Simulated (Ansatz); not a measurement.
Ta2O5 (Pbam, No. 55, 14 atoms in the cell; start mp-1104837) was calculated with r²SCAN+SOC (PAW; Ansatz, a program for electronic structure).

Settings: plane-wave cutoff 560 eV, 6×8×4 k mesh (along the axes of the cell as run), Fermi–Dirac smearing 0.01 eV, PAW data made under PBE.

Cell (relaxed with PBEsol):

```
Ta2O5
1.0
    6.19566     0.00000     0.00005
    0.00000     3.78653     0.00000
   -0.00007     0.00000     7.32563
Ta O
4 10
Direct
  0.97940   0.00000   0.98803
  0.03132   0.00000   0.48803
  0.53132   0.00000   0.22740
  0.47939   0.00000   0.72740
  0.95359   0.50000   0.94945
  0.05712   0.50000   0.44945
  0.55712   0.50000   0.26599
  0.45358   0.50000   0.76598
  0.25536   0.00000   0.10771
  0.86587   0.00000   0.24738
  0.75535   0.00000   0.60771
  0.36587   0.00000   0.46805
  0.14484   0.00000   0.74738
  0.64484   0.00000   0.96805
```

Predict the band gap and direct gap at Γ.


* **band gap**: 2.64 eV (on the SCF k mesh)
* **direct gap at Γ**: 3.71 eV

Note: cell and atoms aren't relaxed at this level (largest force component 0.05 eV/Å).

Static lattice: no zero-point or thermal effects.

A start named mp-… is a Materials Project structure, which need not be a measured phase.
